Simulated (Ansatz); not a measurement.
The reference is SiO$_{2}$ (space group P3_221, No. 154; a = 4.949 Å, c = 5.441 Å).

Structures relaxed with DFT with PBEsol, PAW potentials and a 420 eV plane-wave cutoff in Ansatz (an electronic-structure program), scalar-relativistic without spin-orbit coupling.

Base:

Simulated powder pattern, Cu Kα1, λ = 1.54056 Å (kinematic, ideal powder, no thermal factors, no anomalous dispersion; the 8 strongest lines at most, above 2 %, up to 2θ = 90°):

```json
[
 {"2θ (°)": "20.71", "I/Imax (%)": "19", "hkl": "(100)"},
 {"2θ (°)": "26.45", "I/Imax (%)": "100", "hkl": "(011)"},
 {"2θ (°)": "36.27", "I/Imax (%)": "7.6", "hkl": "(110)"},
 {"2θ (°)": "39.19", "I/Imax (%)": "7.5", "hkl": "(102)"},
 {"2θ (°)": "49.77", "I/Imax (%)": "14", "hkl": "(112)"},
 {"2θ (°)": "59.49", "I/Imax (%)": "10", "hkl": "(121)"},
 {"2θ (°)": "67.20", "I/Imax (%)": "6.5", "hkl": "(122)"},
 {"2θ (°)": "67.61", "I/Imax (%)": "7.9", "hkl": "(203)"}
]
```

Perturbation: a negative pressure, −2 GPa.

After the change:

Simulated powder pattern, Cu Kα1, λ = 1.54056 Å (kinematic, ideal powder, no thermal factors, no anomalous dispersion; the 8 strongest lines at most, above 2 %, up to 2θ = 90°):

| 2θ (°) | d (Å) | I/Imax (%) | hkl |
|---|---|---|---|
| 20.11 | 4.413 | 18 | (100) |
| 25.74 | 3.458 | 100 | (011) |
| 44.11 | 2.051 | 4.3 | (201) |
| 48.39 | 1.879 | 19 | (112) |
| 57.65 | 1.598 | 8.1 | (121) |
| 65.15 | 1.431 | 4.8 | (122) |
| 65.69 | 1.420 | 9.2 | (203) |
| 80.24 | 1.195 | 5.4 | (131) |

The indices refer to the base's conventional cell; one index is shown for lines that coincide.

Load acts through the strain it causes; cell and atoms are relaxed under it. Stability against distortions was not tested.
